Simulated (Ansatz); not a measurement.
## Effective masses and thermopower of Si (Fd-3m)

Here is the system:

```
CELL_PARAMETERS angstrom
      0.00000     2.72212     2.72212
      2.72212     0.00000     2.72212
      2.72212     2.72212     0.00000
ATOMIC_POSITIONS crystal
  Si 0.25000 0.25000 0.25000
  Si 0.00000 0.00000 0.00000
```

All values below come from r2SCAN with spin-orbit coupling, rigid bands (plane waves, PAW; Ansatz, an electronic-structure program). How the cell was made: cell and atoms relaxed with r2SCAN.

```
Quantity                                                                                                                                                        Value
---------------------------------------------------------------------------------------------------------------------------------------  ----------------------------
band gap                                                                                                                                                      0.76 eV
electron conductivity mass (300 K, dilute)                                                                                                                    0.28 mₑ
hole conductivity mass (300 K, dilute)                                                                                                                        0.35 mₑ
effective density of states N_c (300 K)                                                                                                                   3.0e19 cm⁻³
effective density of states N_v (300 K)                                                                                                                   2.0e19 cm⁻³
density-of-states mass, electrons                                                                                                                             1.13 mₑ
density-of-states mass, holes                                                                                                                                 0.87 mₑ
Seebeck coefficient, n-type 1e19 cm⁻³, 300 K                                                                                                                -308 μV/K
best n-type power factor at 300 K for τ = 10 fs (best axis; densities from 1e16 to 1e21 cm⁻³ tried, whether or not they can be reached)  16.7 μW/(cm·K²) at 1e20 cm⁻³
Seebeck coefficient, p-type 1e19 cm⁻³, 300 K                                                                                                                 311 μV/K
best p-type power factor at 300 K for τ = 10 fs (best axis; densities from 1e16 to 1e21 cm⁻³ tried, whether or not they can be reached)  15.5 μW/(cm·K²) at 1e20 cm⁻³
```

Rigid bands; masses and Seebeck coefficients take one relaxation time τ for all states and one kind of carrier; polarons and phonon drag are left out.
